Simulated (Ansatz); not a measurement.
Base system: AlN in the wurtzite structure (space group P6_3mc, No. 186).

```
CELL_PARAMETERS angstrom
      3.10670     0.00000     0.00000
     -1.55335     2.69048     0.00000
      0.00000     0.00000     4.97846
ATOMIC_POSITIONS crystal
  Al 0.33333 0.66667 0.99659
  Al 0.66667 0.33333 0.49659
  N  0.33333 0.66667 0.37821
  N  0.66667 0.33333 0.87821
```

Cartesian axes are those of the cell as printed.

Calculations: r2SCAN/PAW in Ansatz (a quantum-chemistry and plane-wave program), spin-orbit coupling left out.

Base values:

The pressure is 0.01 GPa and the shortest interatomic distance is 3.568 bohr.

Perturbation: the cell is stretched by 2.48 % along z with no lateral relaxation; the atoms relax in the strained cell.

Task: How does this affect the pressure, shortest interatomic distance, energy relative to the base and largest internal atomic displacement?

Result: The pressure (mean of the normal stresses, compression positive) drops by 4.67 GPa to -4.66 GPa; the shortest interatomic distance grows by 0.021 bohr (3.568 bohr → 3.589 bohr); the energy rises by 7.6 meV/atom; the largest internal atomic displacement is 0.010 Å.

Stability against distortions was not tested.
